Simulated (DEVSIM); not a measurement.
Structure: abrupt Si n-p junction, at 300 K.

```tsv
layer (left to right)	material	thickness (μm)	Nd (cm⁻³)	Na (cm⁻³)	τn (s)	τp (s)
1	Si	0.0380	1e18	-	8e-5	8e-5
2	Si	21.0	-	5.6e17	8e-5	8e-5
```

Left contact: ohmic. Right contact: ohmic. Voltage is applied to the left contact. Recombination: SRH at mid-gap. Mobility is μmin + (μ − μmin)/(1 + (N/Nref)^α).

Constants are typed, rounded textbook-type inputs, not results; the design itself was drawn at random and stands for no fabricated device. Values at 300 K.

```csv
parameter,Si
gap (eV),1.124
affinity (eV),4.05
permittivity,11.7
Nc (cm⁻³),2.86e19
Nv (cm⁻³),3.1e19
μn (cm²/Vs),1417
μp (cm²/Vs),470
"μn,min",52
"μp,min",45
"Nref,n",9.7e16
"Nref,p",2.2e17
αn,0.68
αp,0.72
```

DEVSIM, 1D drift-diffusion, Boltzmann statistics, complete ionisation; no tunnelling, impact ionisation, image-force lowering or self-heating.

Task: Tabulate band edges, carrier densities and field at -0.9 V on the left contact.

Result: Energies count from the Fermi level of the right contact; mesh points crowd at the junctions.

```tsv
x (μm)	Ec (eV)	Ev (eV)	n (cm⁻³)	p (cm⁻³)	field (V/cm)
0.000	0.987	-0.137	1.0e18	120	≈ 0
0.01369	0.987	-0.137	9.9e17	1.7e15	490
0.02537	0.990	-0.134	8.7e17	3.5e15	8700
0.03900	1.053	-0.071	7.8e16	5.0e16	86000
0.07053	1.115	-0.009	6.9e15	5.6e17	470
0.1182	1.115	-0.009	6.9e15	5.7e17	-45
0.2059	1.115	-0.009	6.9e15	5.7e17	-45
0.4475	1.114	-0.010	6.9e15	5.7e17	-45
0.8126	1.112	-0.012	6.8e15	5.7e17	-45
1.485	1.109	-0.015	6.8e15	5.7e17	-45
2.724	1.103	-0.021	6.8e15	5.7e17	-45
5.889	1.089	-0.035	6.5e15	5.7e17	-45
10.54	1.068	-0.056	5.9e15	5.7e17	-45
15.35	1.046	-0.078	4.4e15	5.6e17	-45
18.53	1.032	-0.092	2.5e15	5.6e17	-46
19.69	1.026	-0.098	1.5e15	5.6e17	-46
20.32	1.024	-0.100	8.3e14	5.6e17	-46
20.66	1.022	-0.102	4.5e14	5.6e17	-46
20.88	1.021	-0.103	1.9e14	5.6e17	-46
20.96	1.021	-0.103	9.0e13	5.6e17	-46
21.01	1.020	-0.104	3.5e13	5.6e17	-46
21.04	1.020	-0.104	210	5.6e17	-46
```
